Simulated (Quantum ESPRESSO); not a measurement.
A self-consistent single point of Fe (Im-3m, 1 atom in the cell) with Quantum ESPRESSO.

Method of the run: LDA (PZ), PSlibrary PAW (LDA) pseudopotentials (plane waves; Quantum ESPRESSO).

```
Fe
1.0
    1.41320     1.41320     1.41320
   -1.41320     1.41320     1.41320
   -1.41320    -1.41320     1.41320
Fe
1
Direct
  0.00000   0.00000   0.00000
```
Moments meant for the start (each program seeds them in its own way; μB, in the order of the atoms Fe): 4.0.

Reference input (self-consistent single point, DFT, PBE, plane waves, PSlibrary PAW (PBE) pseudopotentials): ecutwfc = 55 Ry; ecutrho = 330 Ry; occupations = smearing; smearing = fd; degauss = 0.0073499 Ry; nspin = 2; potentials = {Fe: Fe.pbe-n-kjpaw_psl.1.0.0.UPF}; K_POINTS = automatic 16 16 16 0 0 0; conv_thr = 1e-11 Ry; mixing_beta = 0.4. This run's input differs from it in these lines:

```diff
@@ -26,3 +26,3 @@
 ATOMIC_SPECIES
-Fe    55.8450  Fe.pbe-n-kjpaw_psl.1.0.0.UPF
+Fe    55.8450  Fe.pz-n-kjpaw_psl.1.0.0.UPF
 ATOMIC_POSITIONS {crystal}
```

Log, with long lists cut:

```
     Self-consistent Calculation

     iteration #  1     ecut=    55.00 Ry     beta= 0.40

     total energy              =    -137.21941577 Ry
     estimated scf accuracy    <       0.08744169 Ry

     total magnetization       =     2.44 Bohr mag/cell
     absolute magnetization    =     2.44 Bohr mag/cell

     iteration #  2     ecut=    55.00 Ry     beta= 0.40

     total energy              =    -137.24675649 Ry
     estimated scf accuracy    <       0.01333422 Ry

     total magnetization       =     2.45 Bohr mag/cell
     absolute magnetization    =     2.45 Bohr mag/cell

     iteration #  3     ecut=    55.00 Ry     beta= 0.40

   [... lines left out ...]

     total magnetization       =     2.33 Bohr mag/cell
     absolute magnetization    =     2.33 Bohr mag/cell

   [... 7 blocks of this kind left out ...]

     iteration # 11     ecut=    55.00 Ry     beta= 0.40

     total energy              =    -137.26075010 Ry
     estimated scf accuracy    <          4.9E-10 Ry

     total magnetization       =     2.07 Bohr mag/cell
     absolute magnetization    =     2.13 Bohr mag/cell

     iteration # 12     ecut=    55.00 Ry     beta= 0.40

     Magnetic moment per site  (integrated on atomic sphere of radius R)
     atom   1 (R=0.357)  charge=  6.4370  magn=  2.0806
     End of self-consistent calculation

     Number of k-points >= 100: set verbosity='high' to print the bands.

     the Fermi energy is    12.9546 ev

!    total energy              =    -137.26075010 Ry
     estimated scf accuracy    <          3.6E-12 Ry
     smearing contrib. (-TS)   =      -0.00260514 Ry
     internal energy E=F+TS    =    -137.25814496 Ry

     total magnetization       =     2.07 Bohr mag/cell
     absolute magnetization    =     2.13 Bohr mag/cell

     convergence has been achieved in  12 iterations

     Forces acting on atoms (cartesian axes, Ry/au):

     atom    1 type  1   force =     0.00000000    0.00000000    0.00000000

     Total force =     0.000000     Total SCF correction =     0.000000

          total   stress  (Ry/bohr**3)                   (kbar)     P=     -176.35
  -0.00119880  -0.00000000   0.00000000         -176.35       -0.00        0.00
   0.00000000  -0.00119880   0.00000000            0.00     -176.35        0.00
   0.00000000   0.00000000  -0.00119880            0.00        0.00     -176.35

   JOB DONE.
```

The run converged in 12 iterations. Against the reference run the pressure goes from 1.22 to -17.63 GPa and the size of the net moment goes from 2.15 to 2.07 μB/atom.

The starting cell comes from a database of computed structures (which also holds hypothetical and non-ambient phases and stackings), without a prior relaxation at this level. Its lattice was rescaled by a random factor within 2.5 % of one. With one magnetic atom in the cell only a parallel order is possible. With a pressure of about -18 GPa the cell is away from its equilibrium volume at this level.
